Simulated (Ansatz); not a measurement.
The parent structure is SnTe in the rock salt structure (space group Fm-3m, No. 225).

```
SnTe
1.0
    0.00000     3.18483     3.18483
    3.18483     0.00000     3.18483
    3.18483     3.18483     0.00000
Sn Te
1 1
Direct
  0.00000   0.00000   0.00000
  0.50000   0.50000   0.50000
```

Cartesian axes are those of the cell as printed.

Calculations: r2SCAN in Ansatz (plane waves to 500 eV, PAW, no SOC).

Strains are applied to the cell and any free atomic positions relax; under biaxial strain the out-of-plane vector relaxes too.

One change was made to it. Results:

The band gap changes from 0.13 eV to zero; the pressure (mean of the normal stresses, compression positive) goes from zero to -0.8 GPa; the energy rises by 3.9 meV/atom; the volume per atom rises by 0.572 Å³, from 32.30 Å³ to 32.88 Å³.

Q: Name the change that was made.
A) biaxial strain +1.67 %, plane normal [111], relaxed out of plane
B) biaxial strain +0.83 %, plane normal [111], relaxed out of plane
C) biaxial strain +0.42 %, plane normal [111], relaxed out of plane
D) biaxial strain +2.08 %, plane normal [111], relaxed out of plane

A: A, biaxial strain +1.67 %, plane normal [111], relaxed out of plane. For comparison, the energy relative to the base in the other runs: biaxial strain +0.42 %, plane normal [111], relaxed out of plane gives +0.3 meV/atom; biaxial strain +0.83 %, plane normal [111], relaxed out of plane gives +1.0 meV/atom; biaxial strain +2.08 %, plane normal [111], relaxed out of plane gives +5.9 meV/atom.

Spin-orbit coupling, missing from the scalar runs, can matter with Te. Stability against distortions was not tested. The final runs are not spin-polarised. Gaps under 0.05 eV, about the width of the smearing, are given as zero. The zero or small gap of SnTe can change with the level of theory.

Ansatz is an electronic-structure program.
